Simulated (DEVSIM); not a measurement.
System: Co/SiO2/p-Si capacitor, at 250 K.

Layer 1 from the left is SiO2, thickness (nm) 1.10. Layer 2 from the left is Si, thickness (nm) 350, Na (cm⁻³) 2.7e18.

Metal gate on the left, work function 5 eV. Fixed charge at the semiconductor interface -2.7e11 cm⁻² (in units of +e); no interface traps.

The device is made up for the run: typed textbook-type constants, with dimensions and the other settings drawn at random. Values at 300 K; Nc and Nv go as T^1.5, mobilities as T to minus their exponent, the gap by Varshni's rule with the affinity fixed.

SiO2: gap (eV) 9, affinity (eV) 0.9, permittivity 3.9. Si: gap (eV) 1.124, affinity (eV) 4.05, permittivity 11.7, Nc (cm⁻³) 2.86e19, Nv (cm⁻³) 3.1e19, Varshni α (eV/K) 0.000473, Varshni β (K) 636.

DEVSIM, 1D Poisson equation in equilibrium, Boltzmann statistics, complete ionisation; no quantum confinement or tunnelling. Metal contacts follow the ideal Schottky-Mott rule: no Fermi-level pinning, no interface dipoles.

Task: What does the simulation give for the flat-band voltage, the minimum of the low-frequency capacitance?

Result: flat-band voltage -0.13 V; minimum of the low-frequency capacitance 0.430 μF/cm².
